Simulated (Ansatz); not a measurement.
System: MgO (P3m1, No. 156, 12 atoms in the cell; start mp-775808; a measured phase of this formula has another space group). Method: r²SCAN (Ansatz, an electronic-structure program, PAW).

Run with plane-wave cutoff 560 eV, 12×12×4 k mesh (along the axes of the cell as run), Fermi–Dirac smearing 0.01 eV, scalar-relativistic PAW data made under PBE.

Cell (relaxed at this level):

```cif
data_Mg6O6
_chemical_formula_sum 'Mg6 O6'
_space_group_name_H-M_alt 'P3m1'
_space_group_IT_number 156
_space_group_name_Hall 'P 3 -2"'
_cell_length_a 3.25604
_cell_length_b 3.25604
_cell_length_c 15.48548
_cell_angle_alpha 90.000
_cell_angle_beta 90.000
_cell_angle_gamma 120.000
loop_
_atom_site_label
_atom_site_type_symbol
_atom_site_symmetry_multiplicity
_atom_site_Wyckoff_symbol
_atom_site_fract_x
_atom_site_fract_y
_atom_site_fract_z
_atom_site_occupancy
Mg1 Mg 1 b 0.33333 0.66667 0.35198 1
Mg2 Mg 1 b 0.33333 0.66667 0.02075 1
Mg3 Mg 1 c 0.66667 0.33333 0.18636 1
Mg4 Mg 1 c 0.66667 0.33333 0.51817 1
Mg5 Mg 1 c 0.66667 0.33333 0.85255 1
Mg6 Mg 1 a 0.00000 0.00000 0.68636 1
O1 O 1 b 0.33333 0.66667 0.14824 1
O2 O 1 b 0.33333 0.66667 0.47950 1
O3 O 1 c 0.66667 0.33333 0.98137 1
O4 O 1 c 0.66667 0.33333 0.31385 1
O5 O 1 c 0.66667 0.33333 0.64698 1
O6 O 1 a 0.00000 0.00000 0.81389 1
```

Question: Predict the band gap.

Answer: 
- band gap = 4.28 eV (on the SCF k mesh)

Note: the relaxation could not lower the start's symmetry, so the cell can be a saddle point above a distorted one.

A start named mp-… is a Materials Project structure, which need not be a measured phase.
